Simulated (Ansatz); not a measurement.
## SnO (model structure, started from the GeS type, Pnma, No. 62, 8 atoms in the cell)

These are PBEsol (Ansatz, an electronic-structure program, plane waves, PAW) values and carry that method's errors.

Settings: plane-wave cutoff 500 eV, 4×12×10 k mesh (along the axes of the cell as run), Fermi–Dirac smearing 0.05 eV, scalar-relativistic PAW data made under PBE.

Cell (relaxed at this level):

Space group Pnma (No. 62); a = 11.637 Å, b = 3.336 Å, c = 3.818 Å, α = 90.00°, β = 90.00°, γ = 90.00°

```
atom  site  symmetry       x       y       z
----  ----  --------  ------  ------  ------
Sn      4c       .m.  0.1351  0.2500  0.2906
O       4c       .m.  0.3070  0.2500  0.1001
```

```
Property                       Result
--------  ---------------------------
band gap  1.37 eV (on the SCF k mesh)
```

Note: the relaxation could raise the start's symmetry but not lower it, so the cell can be a saddle point; the cell has widely spaced layers and the level no dispersion term, so their spacing and the moduli can rest on weak binding.

Spin–orbit coupling is not included.

Static lattice: no zero-point or thermal effects.

It cost around 25 core-minutes (rough) of CPU time.

A model structure was made by putting elements into a prototype or built by hand; it is no filed structure, need not be a known phase, and can be a saddle point held by its symmetry.
